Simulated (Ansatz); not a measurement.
Take BN in the zinc blende structure (space group F-43m, No. 216; a = 3.5805 Å) as the base.

All numbers come from LDA (Ansatz, a quantum-chemistry and plane-wave program; PAW; 420 eV plane waves; no spin-orbit coupling).

For the base:

* **Pressure**: -0.01 GPa
* **Gap character**: indirect, Γ → X
* **Smallest direct gap**: 8.83 eV

The change: every lattice vector is stretched by 1.50 %, atoms relaxed at fixed cell.

Problem. Estimate the effect on the pressure.

Solution. The pressure decreases by 16.55 GPa to -16.56 GPa.

Problem. What happens to the gap character?

Solution. The gap character stays indirect, Γ → X.

Problem. Predict the new smallest direct gap.

Solution. The smallest direct gap drops by 0.21 eV (8.83 eV → 8.62 eV).

Problem. What happens to the energy relative to the base?

Solution. The energy increases by 14 meV/atom.

The cells carry an imposed strain or load. Whether these cells are dynamically stable was not tested.
